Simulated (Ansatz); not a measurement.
The parent structure is CoSn (space group P6/mmm, No. 191; non-magnetic).

```yaml
crystal:
  lattice:
    - [5.24146, 0.00000, 0.00000]
    - [-2.62073, 4.53924, 0.00000]
    - [0.00000, 0.00000, 4.18715]
  atoms:
    - { symbol: Co, position: [0.50000, 0.00000, 0.00000] }
    - { symbol: Co, position: [0.50000, 0.50000, 0.00000] }
    - { symbol: Co, position: [0.00000, 0.50000, 0.00000] }
    - { symbol: Sn, position: [0.00000, 0.00000, 0.00000] }
    - { symbol: Sn, position: [0.33333, 0.66667, 0.50000] }
    - { symbol: Sn, position: [0.66667, 0.33333, 0.50000] }
```

Cartesian axes are those of the cell as printed.

The values are results of r2SCAN, PAW, 500 eV (Ansatz, a first-principles code; no SOC), earlier PAW set, not measurements.

For the base:

- Pressure: 0.0 GPa
- Shortest interatomic distance: 2.583 Å

Now apply this change: biaxial strain −0.84 %, plane normal [001], relaxed out of plane (Cartesian); in-plane vectors clamped, the third vector and the atoms free.

### Question
Predict the new pressure and shortest interatomic distance.

### Answer
The pressure (mean of the normal stresses, compression positive) goes from zero to 1.9 GPa; the shortest interatomic distance remains 2.583 Å.

No phonon test of stability was made. Starting moments died away, wholly or in part, for the base; another magnetic solution may exist. The final runs are not spin-polarised.
